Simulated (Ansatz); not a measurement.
Contacts of Ni

Plane-wave PAW runs of Ansatz (a program for electronic structure) at PBE, 420 eV, without spin–orbit coupling and spin-polarised for magnetic metals alone: periodic stacks cut from bulk faces, the metal strained to the host, one local minimum each, barriers from the potential line-up. PBE gaps are too small, so electron and hole barriers sum to less than measured.

| metal face | host face | atoms; faces of host | metal; metal's strain (%) | hole barrier (eV) | electron barrier (eV) |
|---|---|---|---|---|
| (1) Ni (001) | C-dia (001) | 22; C/C | Ni/Ni; +1.5 | 0.28 | 3.85 |
| (2) Ni (001) | Si (001) | 54; Si/Si | Ni/Ni; -1.7 | (withheld) | (withheld) |
| (3) Ni (110) | SiC-3C (110) | 64; CSi/CSi | Ni/Ni; +1.6 | (withheld) | (withheld) |
| (4) Ni (111) | C-dia (111) | 19; C/C | Ni/Ni; +1.5 | 0.41 | 3.72 |

Problem. What belongs in the gaps?

Solution. 
- (2) Ni (001), hole barrier (eV): 0.15
- (2) Ni (001), electron barrier (eV): 0.46
- (3) Ni (110), hole barrier (eV): 0.81
- (3) Ni (110), electron barrier (eV): 0.56
